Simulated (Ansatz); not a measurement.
The starting structures come from a database of crystals and need not be the phases stable at ambient conditions.

Inside the gap of an insulator the Bloch states are evanescent, with a wavenumber k + iκ along the transport direction.

Given:

```yaml
crystal:
  lattice:
    - [5.24582, 0.00000, 0.00000]
    - [-2.62291, 4.92356, 0.00000]
    - [2.62291, 1.39729, 4.32279]
  atoms:
    - { symbol: Li, position: [0.44704, 0.17056, 0.27648] }
    - { symbol: Li, position: [0.42519, 0.63778, 0.78741] }
    - { symbol: Zr, position: [0.99828, 0.99742, 0.00086] }
    - { symbol: Te, position: [0.00749, 0.51124, 0.49625] }
    - { symbol: O, position: [0.15067, 0.29014, 0.24113] }
    - { symbol: O, position: [0.53127, 0.29014, 0.60820] }
    - { symbol: O, position: [0.89834, 0.29014, 0.86053] }
    - { symbol: O, position: [0.48465, 0.76891, 0.38874] }
    - { symbol: O, position: [0.15765, 0.76891, 0.12661] }
    - { symbol: O, position: [0.89552, 0.76891, 0.71574] }
```

Space group of this cell: R3. The cell is taken as given; by PBEsol its mean pressure is -6.3 GPa.

Transport runs along the normal of the first two printed cell vectors, the (101) plane of the conventional cell.

The gap is the functional's own. No spin-orbit coupling. Mid-gap values are interpolated on the energy grid.

Q: Give the band gap and the smallest decay constant κ at mid-gap that PBEsol (Ansatz, a quantum-chemistry and plane-wave program) yields.

A: Gap 2.79 eV on a 8×8×8 mesh; κ = 0.367 1/Å, at the zone centre.
